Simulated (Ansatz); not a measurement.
**AlB2-type MgB2**

Level of theory: PBE-D3(BJ) in Ansatz (PAW).

Run with plane-wave cutoff 500 eV, 18×18×12 k mesh (along the axes of the cell as run), Fermi–Dirac smearing 0.05 eV, scalar-relativistic PAW data made under PBE.

Cell (relaxed at this level):

```cif
data_B2Mg
_chemical_formula_sum 'Mg1 B2'
_space_group_name_H-M_alt 'P 1'
_space_group_IT_number 1
_cell_length_a 3.04808
_cell_length_b 3.04808
_cell_length_c 3.46654
_cell_angle_alpha 90.000
_cell_angle_beta 90.000
_cell_angle_gamma 120.000
loop_
_space_group_symop_operation_xyz
  'x, y, z'
loop_
_atom_site_label
_atom_site_type_symbol
_atom_site_fract_x
_atom_site_fract_y
_atom_site_fract_z
_atom_site_occupancy
Mg1 Mg 0.00000 0.00000 0.00000 1
B1 B 0.33333 0.66667 0.50000 1
B2 B 0.66667 0.33333 0.50000 1
```

| Item | Result |
|---|---|
| equilibrium volume per atom | 9.30 Å³/atom |
| lattice constant a | 3.048 Å |
| c axis length | 3.467 Å |

Measured, for comparison: lattice constant a 3.083 Å, lattice parameter c 3.521 Å (300 K, not corrected to a static lattice; as tabulated in Loa et al. (2002), arXiv:cond-mat/0206051). Computed (rounded) less measured: lattice constant a -1.1 %, lattice parameter c -1.5 %. A static lattice is as a rule a little smaller and stiffer than an uncorrected measurement, which narrows the difference in the lattice constant a, lattice parameter c and would widen misses of the other sign.

Static lattice: no zero-point or thermal effects.

The result took very roughly 40 core-seconds.

Ansatz is a program for electronic structure.
